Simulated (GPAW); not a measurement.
# Equation of state of hcp Zn (space group 194): energy against volume (GPAW, PBEsol)

```
CELL_PARAMETERS angstrom
      2.52979     0.00000     0.00000
     -1.26490     2.19087     0.00000
      0.00000     0.00000     4.70770
ATOMIC_POSITIONS crystal
  Zn 0.66667 0.33333 0.75000
  Zn 0.33333 0.66667 0.25000
```

Level of theory: PBEsol, GPAW PAW datasets PBEsol (made by gpaw-setup) (plane waves; GPAW). Settings: mode = pw; ecut = 780 eV; xc = PBEsol; kpts = 28 28 14; mesh shift (steps) = 0 0 0; occupations.name = fermi-dirac; occupations.width = 0.05 eV; nbands = -10; convergence.density = 1e-06 e/electron; convergence.energy = 1e-06 eV/electron; symmetry.symmorphic = false; symmetry.tolerance = 0.0005; maxiter = 100. The cell above is the first row's. The rows scale it uniformly. In all rows fractional positions and the k mesh are held. E is the free energy at the stated smearing, counted from the lowest row.

```csv
V (Å^3/atom),E (meV/atom)
13.0461,?
13.3297,16.82
13.6133,7.15
13.8969,1.70
14.1805,0.00
14.4641,1.61
14.7477,6.16
15.0313,13.30
15.3149,22.72
```

Q: Using the third-order Birch-Murnaghan form, a cubic in V^(-2/3), estimate the missing E at V = 13.0461 from the other rows, showing the fit.

A: With u = V^(-2/3) - 0.170, the rows have u = 0.007877, 0.005398, 0.003003, 0.000689, -0.001549, -0.003716, -0.005814, -0.007847. Least squares gives E = 0.160 - 449.48·u + 317356·u² + 1046616·u³. Residuals (row less fit): -0.002, 0.004, 0.000, -0.001, -0.004, 0.001, 0.005, -0.003; standard error 0.004 (degrees of freedom: 4). Its minimum lies at u = 0.000706, so V0 = (0.170706)^(-3/2) = 14.18. There d²E/du² = 639100 and d³E/du³ = 6280000, so B0 = (4/9) × 14.18^(-7/3) × 639100 × 0.160218 = 93.5 GPa (the last factor turns the table's units into GPa), and B0' = 4 + (2/3) × 0.170706 × (6280000)/639100 = 5.1. The program's pressures in the fitted runs (not shown) pass through zero at V = 14.18, 0.00 % from this V0. At the withheld row, u = 0.010446, so E = 0.160 - 449.48 × 0.010446 + 317356 × 0.010446² + 1046616 × 0.010446³ = 31.287 meV/atom. The calculation gives 31.26 meV/atom, 0.027 meV/atom below the prediction (0.1 % of the range of E in the table). The row lies outside the fitted rows, so this is an extrapolation. From the scatter of the fitted rows alone, a prediction at this place has a standard error of 0.013 meV/atom, so the miss is 2.1 times that.

Carrying the step between the two nearest rows on in a straight line would have given 26.49, off by 4.77; series whose last step already gives the withheld value aren't shown. The reference cell has the volume at which an earlier scan in this program and functional put its minimum by a fit; axis ratios and inner coordinates come from a measured-size cell. The runs keep the symmetry of the cell, so they don't test it for distortions. The shape of the cell and the inner coordinates aren't relaxed, so V0 and B0 belong to this uniform scaling; a relaxed crystal lies no higher in energy and is usually softer. Cutoffs and mesh are single choices, not tested for convergence of this quantity. Series with a scatter that would blur these digits, or in which a gap closes, are not shown. Nor are scans whose minimum lies at an end fitted in this form.
